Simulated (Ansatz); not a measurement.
Worked calculations on one periodic cell of amorphous Ti$_{20}$O$_{43}$Lu$_{2}$: Ti20O43Lu2, 65 atoms, volume 832.9 Å³, made by a melt-quench on the CHGNet potential and relaxed with DFT. O atoms were pushed apart under 1.9 Å during the dynamics, to hinder bonds among them. It is a model cell: composition and starting density were chosen by hand, and all elements were melted together. Cycles of charging were run to anneal it. Method: PBE, scalar-relativistic without spin-orbit coupling (plane waves to 420 eV, PAW; Ansatz, a quantum-chemistry and plane-wave program). Sampling: a 2×2×2 Γ-centred mesh; Fermi-Dirac width 0.02 eV; no spin polarisation. Its volume was relaxed, its shape was free, and it stands at a mean pressure of 0.0 GPa with stress components up to 0.1 GPa; the relaxation ran on the zone centre alone. Its density went from a set 4.11 to 3.98 g/cm³. The cell is small and was quenched far faster than a real film, so it is one sample of the glass.

Four energies for an added electron at PBE on the zone centre alone (charged cells in a uniform background, spin-polarised): neutral at the neutral geometry -103943.143 eV; charged at the neutral geometry -103933.894 eV; charged and relaxed -103934.007 eV; neutral at the charged geometry -103942.919 eV.

Q: Find the two relaxation energies and their sum, the reorganisation energy.

A: On charging: -103933.894 − (-103934.007) = 0.113 eV. On discharging: -103942.919 − (-103943.143) = 0.224 eV. The sum is 0.337 eV. The carrier's level spreads over 6 of the 65 atoms' worth, so it counts as localised, most on one Ti atom with neighbours O 1.94 Å, O 1.96 Å, O 1.97 Å, O 1.98 Å, O 2.09 Å, O 2.09 Å (neutral geometry). The values are uncorrected: the image energy of a point charge in this cell, 2.84 × 14.40 / (2 × 9.4) = 2.2 eV before screening, is screened by electrons alone at the fixed geometry and by ions too after relaxing, and the carrier can be spread before it relaxes, so each term can be off by up to that value times 1/ε∞, some tenths of an eV. PBE's self-interaction favours spread-out carriers, so a hybrid can localise more.

Four energies for a hole at PBE on the zone centre alone (charged cells in a uniform background, spin-polarised): neutral at the neutral geometry -103943.143 eV; charged at the neutral geometry -103949.545 eV; charged and relaxed -103949.650 eV; neutral at the charged geometry -103942.896 eV.

Q: Find the two relaxation energies and their sum, the reorganisation energy.

A: On charging: -103949.545 − (-103949.650) = 0.105 eV. On discharging: -103942.896 − (-103943.143) = 0.247 eV. The sum is 0.352 eV. The carrier's level spreads over 8 of the 65 atoms' worth, so it counts as partly localised, most on one O atom with neighbours Ti 1.86 Å, Ti 2.03 Å, Ti 2.23 Å (neutral geometry). The values are uncorrected: the image energy of a point charge in this cell, 2.84 × 14.40 / (2 × 9.4) = 2.2 eV before screening, is screened by electrons alone at the fixed geometry and by ions too after relaxing, and the carrier can be spread before it relaxes, so each term can be off by up to that value times 1/ε∞, some tenths of an eV. PBE's self-interaction favours spread-out carriers, so a hybrid can localise more.
